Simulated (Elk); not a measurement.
Band structure of PtAl₂ (Fm-3m, 3 atoms in the cell).

```xyz
3
Lattice="0.0000 3.0212 3.0212 3.0212 0.0000 3.0212 3.0212 3.0212 0.0000" Properties=species:S:1:pos:R:3 pbc="T T T"
Al     1.5106     1.5106     1.5106
Al     4.5318     4.5318     4.5318
Pt     0.0000     0.0000     0.0000
```

Method: PBE, all-electron FP-LAPW, Elk's shipped species files, APW+lo basis with extra local orbitals in Elk.

Settings: xctype = 20; rgkmax = 7.5; swidth = 0.00499791 Ha; ngridk = 13 13 13; gmaxvr = 16 1/bohr; nxlo = 2; lorbcnd = true; lmaxi = 2; maxscl = 100.

The starting cell has typed, rounded lattice constants, without a prior relaxation at this level. Its lattice was rescaled by a random factor within 2.5 % of one. Spin-orbit coupling is off. Spin polarisation is off. Values depend on the basis (sphere radii, cutoffs, local orbitals), which need not be converged.

Levels in eV from the Fermi level, bands 21 to 28:
```tsv
point	21	22	23	24	25	26	27	28
Γ	-3.44	-3.44	2.41	3.77	3.77	3.77	5.02	5.02
X	-3.55	-3.22	-3.00	-1.49	-1.49	2.67	3.29	8.00
W	-3.55	-3.06	-2.66	-2.66	-0.85	4.87	4.87	6.02
K	-3.71	-3.40	-2.90	-1.92	-0.57	3.02	5.19	6.54
L	-3.50	-3.25	-3.25	1.00	1.00	3.61	4.74	4.85
U	-3.71	-3.40	-2.90	-1.92	-0.57	3.02	5.19	6.54
```

Bands cross the Fermi level along this path, so the cell is metallic at this level.
